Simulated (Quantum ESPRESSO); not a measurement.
Worked example: self-consistent single point of Sr₂MoO₄ (I4/mmm, 7 atoms in the cell) in Quantum ESPRESSO.

Computed with PBEsol+U, GBRV 1.5 ultrasoft (PBESOL) pseudopotentials (plane waves; Quantum ESPRESSO 7.5).

```
CELL_PARAMETERS angstrom
     -1.94678     1.94678     6.48370
      1.94678    -1.94678     6.48370
      1.94678     1.94678    -6.48370
ATOMIC_POSITIONS crystal
  Sr 0.35106 0.35106 0.00000
  Sr 0.64894 0.64894 0.00000
  Mo 0.00000 0.00000 0.00000
  O  0.50000 0.00000 0.50000
  O  0.00000 0.50000 0.50000
  O  0.83682 0.83682 0.00000
  O  0.16318 0.16318 0.00000
```

Reference input (self-consistent single point, DFT, PBEsol, plane waves, GBRV 1.5 ultrasoft (PBESOL) pseudopotentials): ecutwfc = 40 Ry; ecutrho = 320 Ry; occupations = smearing; smearing = gauss; degauss = 0.0036749 Ry; potentials = {Sr: sr_pbesol_v1.uspp.F.UPF, Mo: mo_pbesol_v1.uspp.F.UPF, O: o_pbesol_v1.2.uspp.F.UPF}; K_POINTS = automatic 7 7 7 0 0 0; conv_thr = 1e-11 Ry; mixing_beta = 0.5. This run's input differs from it in these lines:

```diff
@@ -40,2 +40,4 @@
 7 7 7  0 0 0
+HUBBARD {ortho-atomic}
+U Mo-4d 7
```

Output, abridged:

```
     Self-consistent Calculation

     iteration #  1     ecut=    40.00 Ry     beta= 0.50

     =================== HUBBARD OCCUPATIONS ===================
     ------------------------ ATOM    3 ------------------------
     Tr[ns(  3)] =   3.47197
     eigenvalues:
       0.235  0.255  0.301  0.473  0.473

     Number of occupied Hubbard levels =    3.4720

     negative rho (up, down):  1.273E-01 0.000E+00

     total energy              =    -407.69243385 Ry
     estimated scf accuracy    <       2.10368478 Ry

     iteration #  2     ecut=    40.00 Ry     beta= 0.50

     negative rho (up, down):  1.287E-01 0.000E+00

   [... lines left out ...]
     estimated scf accuracy    <       1.99439278 Ry

     iteration #  3     ecut=    40.00 Ry     beta= 0.50

     negative rho (up, down):  1.297E-01 0.000E+00

     total energy              =    -408.48977375 Ry
     estimated scf accuracy    <       0.14403804 Ry

   [... 87 blocks of this kind left out ...]

     iteration # 91     ecut=    40.00 Ry     beta= 0.50

     negative rho (up, down):  1.317E-01 0.000E+00

     total energy              =    -408.51361965 Ry
     estimated scf accuracy    <          2.6E-11 Ry

     iteration # 92     ecut=    40.00 Ry     beta= 0.50

     negative rho (up, down):  1.317E-01 0.000E+00
     End of self-consistent calculation

     =================== HUBBARD OCCUPATIONS ===================
     ------------------------ ATOM    3 ------------------------
     Tr[ns(  3)] =   4.23592
     eigenvalues:
       0.171  0.314  0.321  0.656  0.656

     Number of occupied Hubbard levels =    4.2359

     the Fermi energy is    11.7633 ev

!    total energy              =    -408.51361965 Ry
     estimated scf accuracy    <          7.3E-12 Ry
     smearing contrib. (-TS)   =      -0.00026051 Ry
     internal energy E=F+TS    =    -408.51335914 Ry

     Hubbard energy            =       0.52812504 Ry

     convergence has been achieved in  92 iterations

     negative rho (up, down):  1.317E-01 0.000E+00

     Forces acting on atoms (cartesian axes, Ry/au):

   [... lines left out ...]
     Total force =     0.028435     Total SCF correction =     0.000004
   [... lines left out ...]

     negative rho (up, down):  1.317E-01 0.000E+00
          total   stress  (Ry/bohr**3)                   (kbar)     P=       -2.40
  -0.00004580   0.00000000   0.00000000           -6.74        0.00        0.00
   0.00000000  -0.00004580   0.00000000            0.00       -6.74        0.00
   0.00000000   0.00000000   0.00004268            0.00        0.00        6.28

   JOB DONE.
```

The run converged in 92 iterations. Against the reference run the pressure goes from -2.96 to -0.24 GPa and the largest force goes from 0.079 to 0.387 eV/Å. The full log also holds: “c_bands:  1 eigenvalues not converged”.

The starting cell comes from a database of computed structures (which also holds hypothetical and non-ambient phases and stackings), without a prior relaxation at this level. Spin polarisation is off. The U value is a test value, and with U on an open shell several self-consistent states can exist.

Cost on one core of a shared machine: roughly 20 min.
